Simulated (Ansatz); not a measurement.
## CuI (model structure, started from the HgO type, P6₄22, No. 181, 6 atoms in the cell): properties by level of theory

```tsv
level (code)	cohesive energy (eV/atom)	band gap (eV)
PBEsol (Ansatz)	2.83	…
r²SCAN (Ansatz)	…	1.13
r²SCAN+rVV10 (Ansatz)	2.86	1.17
```

Task: Some entries are withheld; supply them.

Result: 
- PBEsol (Ansatz, an electronic-structure program), band gap (eV): 0.65
- r²SCAN (Ansatz), cohesive energy (eV/atom): 2.65

Computed values are for a static lattice. Levels without +SOC have no spin–orbit coupling; where heavier elements are present it shifts gaps, mostly down, and can invert bands.  Each level is taken at its own relaxed cell. Cutoffs differ between the levels. Ansatz's density-functional and Hartree–Fock values are scalar-relativistic unless marked +SOC, with PAW data made under PBE.

Ansatz's density-functional and Hartree–Fock values are scalar-relativistic unless marked +SOC, with PAW data made under PBE.

Unless a cell is named, each level is at its own relaxed cell (PBEsol 23.79, r²SCAN 25.08, r²SCAN+rVV10 24.50 Å³/atom).

Free atoms are spin-polarised, in the lowest state found; at levels without +SOC their spin–orbit coupling is left out.

Static lattice: no zero-point or thermal effects.

A model structure was made by putting elements into a prototype or built by hand; it is no filed structure, need not be a known phase, and can be a saddle point held by its symmetry.
